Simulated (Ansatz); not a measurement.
SnO2 under load (space group P4_2/mnm), r2SCAN, rigid bands run with Ansatz (a program for electronic structure). Condition of this run: biaxial stress in the c plane of -4 GPa (compression positive) (the target of the relaxation). Band gap 1.55 eV, N_c = 2.33e18 cm⁻³ and N_v = 4.97e19 cm⁻³ at 300 K, conductivity masses along z (a = (4.84, 0.00, 0.00) Å; b = (0.00, 4.84, 0.00) Å; c = (0.00, 0.00, 3.18) Å) of 0.194 mₑ (electrons) and 2.13 mₑ (holes). Take k_BT = 0.02585 eV.

Q: What built-in voltage has an abrupt junction with N_A = 1e17 and N_D = 1e17 cm⁻³, all dopants ionised?

A: V_bi = E_g/e − (k_BT/e) ln(N_c N_v/(N_A N_D)) = 1.55 − 0.02585 × 9.36 = 1.31 V, for the computed gap.

Q: What thermal injection velocity √(2k_BT/πm) limits a ballistic channel along the direction named?

A: 1.22e7 cm/s for electrons and 3.69e6 cm/s for holes, a ratio of √(m_h/m_e) = 3.31, for dilute carriers.

Q: A film of it is 5 nm thick, with its normal along the direction named. Estimate the confinement energies in an infinite well.

A: ħ²π²/(2m t²) = 0.376 eV·nm²/(m/mₑ × t²) gives 77.5 meV for electrons and 7.06 meV for holes, so the gap would widen to about 1.63 eV. Finite barriers and nonparabolic bands lower this, and with several valleys or bands the heaviest mass along the normal sets the lowest level, not this average.

Rigid bands with the computed gap; masses take one relaxation time for all states. Spin-orbit coupling is left out; where it splits the top of the valence band, N_v and the p-type Seebeck coefficient come out somewhat high without it. Geometry: cell and atoms relaxed with PBEsol.
